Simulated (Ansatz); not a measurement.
# Quick settings and what they miss: TiAl (P4/mmm, 2 atoms in the cell)

Self-consistent single point.

```
TiAl
1.0
    2.80513     0.00000     0.00000
    0.00000     2.80513     0.00000
    0.00000     0.00000     4.05829
Ti Al
1 1
Direct
  0.50000   0.50000   0.50000
  0.00000   0.00000   0.00000
```

Method: LDA (PW92), harder PAW files (source: ansatz) made with PBE (plane waves; Ansatz, a quantum-chemistry and plane-wave program).

Base settings: basis.ecutwfc = 900 eV; kpoints.mp_grid.grid = 15 15 11; hamiltonian.xc = lda; hamiltonian.pseudopotentials = {kind: paw, source: ansatz}; scf.occupations.method = cold; scf.occupations.width = 0.136 eV.

Tight run (finer mesh or higher cutoff; not a proven limit): basis.ecutwfc: 900 eV → 1260 eV; kpoints.mp_grid.grid: 15 15 11 → 21 21 15; scf.convergence.dr2_threshold: default (1e-07 eV) → 1e-09 eV. It gave Fermi level (on the code's own zero) 11.92 eV; pressure -5.07 GPa.

Quick runs, as changes from the base:
- A: the base itself
- B: basis.ecutwfc: 900 eV → 540 eV; kpoints.mp_grid.grid: 15 15 11 → 6 6 6; hamiltonian.xc: lda → pbesol; kpoints.mp_grid.shift: default → 0.5 0.5 0.5 [PBEsol]
- C: basis.ecutwfc: 900 eV → 450 eV; kpoints.mp_grid.grid: 15 15 11 → 8 8 8; hamiltonian.xc: lda → pbesol; scf.occupations.method: cold → gaussian; scf.occupations.width: 0.136 eV → 0.5 eV [PBEsol]
- D: kpoints.mp_grid.grid: 15 15 11 → 4 4 4
- E: basis.ecutwfc: 900 eV → 540 eV; kpoints.mp_grid.grid: 15 15 11 → 3 3 3; scf.occupations.method: cold → gaussian; scf.occupations.width: 0.136 eV → 0.272 eV; kpoints.mp_grid.shift: default → 0.5 0.5 0.5; scf.convergence.dr2_threshold: default (1e-07 eV) → 0.001 eV
- F: basis.ecutwfc: 900 eV → 450 eV; kpoints.mp_grid.grid: 15 15 11 → 4 4 4; kpoints.mp_grid.shift: default → 0.5 0.5 0.5

Energies are extrapolated to zero smearing width, which holds to low order in the width alone.

Dashes: energy of B, C, another energy zero.

† marks runs with another functional, U, potentials or spin treatment: their distance from the tight run is not a convergence error alone.

The count of work is k-points × plane waves × bands × iterations; it is no time. 

Pressures in the table are Ansatz's without its Pulay estimate, at a fixed set of plane waves; the tight run's value above holds the estimate.

The starting cell comes from a database of computed structures (which also holds hypothetical and non-ambient phases and stackings), without a prior relaxation at this level. Its lattice was rescaled by a random factor within 2.5 % of one. Spin polarisation is off. In the base run, with a pressure of about -5 GPa the cell is away from its equilibrium volume at this level.

| run | energy less tight (meV/atom) | pressure less tight (GPa) | count of work / tight |
|---|---|---|---|
| A | 0.1 | 0.00 | 0.22 |
| B† | – | -6.43 | 0.0085 |
| C† | – | -49.25 | 0.026 |
| D | 44.0 | 0.04 | 0.018 |
| E | 206.2 | -8.48 | 0.0025 |
| F | 857.9 | -55.09 | 0.0021 |

Among the runs at the tight run's level, the energy misses run from 0.1 to 857.9 meV/atom.

Keys are those of Ansatz 0.2.
